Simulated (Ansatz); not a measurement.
Take TiC in the rock salt structure (space group Fm-3m, No. 225; relaxed with 0.1 eV smearing) as the base.

```xyz
2
Lattice="0.0000 2.1639 2.1639 2.1639 0.0000 2.1639 2.1639 2.1639 0.0000" Properties=species:S:1:pos:R:3 pbc="T T T"
Ti     0.0000     0.0000     0.0000
C      2.1639     2.1639     2.1639
```

Cartesian axes are those of the cell as printed.

All numbers come from Ansatz (a program for electronic structure), r2SCAN, PAW, cutoff 500 eV, no SOC.

Base values:

```
Item                            Result
-----------------------------  -------
Shortest interatomic distance  2.164 Å
```

One thing is altered: biaxial strain +1.00 %, plane normal [001], relaxed out of plane (Cartesian); in-plane vectors clamped, the third vector and the atoms free.

Problem. What does the calculation give for the in-plane stress after the change?

Solution. The mean in-plane stress (compression positive) amounts to -5.6 GPa.

Problem. How does this affect the shortest interatomic distance?

Solution. The shortest interatomic distance decreases by 0.010 Å to 2.154 Å.

Problem. Predict the new energy relative to the base.

Solution. The energy goes up by 3.6 meV/atom.

Stability against distortions was not tested. All final runs are without spin polarisation.
